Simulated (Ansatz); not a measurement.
The parent structure is CdS in the wurtzite structure (space group P6_3mc, No. 186; a = 4.196 Å, c = 6.830 Å).

The values are results of PBE, PAW, 420 eV (Ansatz, an electronic-structure program; no spin-orbit coupling), not measurements.

Before the change:

| Property | Result |
|---|---|
| Band gap | 1.11 eV |
| Valence-band top at Γ | 0.00, 0.00, -0.04 eV |

Now apply this change: cell and atoms relaxed at a pressure of 0.9 GPa.

### Question
What does the calculation give for the band gap and valence-band top at Γ after the change?

### Answer
The band gap grows by 0.04 eV to 1.15 eV; the valence-band top at Γ (three highest levels, from the VBM) stays 0.00, 0.00, -0.04 eV.

Load acts through the strain it causes; cell and atoms are relaxed under it. Whether these cells are dynamically stable was not tested.
